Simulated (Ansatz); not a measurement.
Results of r²SCAN (Ansatz, an electronic-structure program, PAW) for Sr₄N₂O (model structure, started from the Ca4P2O type, I4/mmm, No. 139, 7 atoms in the cell).

Run with plane-wave cutoff 560 eV, 16×16×16 k mesh, Fermi–Dirac smearing 0.05 eV, scalar-relativistic PAW data made under PBE.

Cell (relaxed at this level):

```cif
data_N2OSr4
_chemical_formula_sum 'Sr4 N2 O1'
_space_group_name_H-M_alt 'P 1'
_space_group_IT_number 1
_cell_length_a 7.62707
_cell_length_b 7.62707
_cell_length_c 7.62707
_cell_angle_alpha 144.441
_cell_angle_beta 144.441
_cell_angle_gamma 51.169
loop_
_space_group_symop_operation_xyz
  'x, y, z'
loop_
_atom_site_label
_atom_site_type_symbol
_atom_site_fract_x
_atom_site_fract_y
_atom_site_fract_z
_atom_site_occupancy
Sr1 Sr 0.80808 0.80808 0.00000 1
Sr2 Sr 0.19192 0.19192 0.00000 1
Sr3 Sr 0.50000 0.00000 0.50000 1
Sr4 Sr 0.00000 0.50000 0.50000 1
N1 N 0.63070 0.63070 0.00000 1
N2 N 0.36930 0.36930 0.00000 1
O1 O 0.00000 0.00000 0.00000 1
```

Q: Predict the band gap and bulk modulus B0.

A: 
band gap: 0.39 eV (on the SCF k mesh)
bulk modulus B0: 63.2 GPa

Note: the bulk modulus is −V dP/dV from two relaxed cells at ±2 % in volume; the relaxation could raise the start's symmetry but not lower it, so the cell can be a saddle point.

Spin–orbit coupling is not included.

Computed values are for the static lattice.

Cost on a shared machine: about 21 core-minutes (a rough figure).

A model structure was made by putting elements into a prototype or built by hand; it is no filed structure, need not be a known phase, and can be a saddle point held by its symmetry.
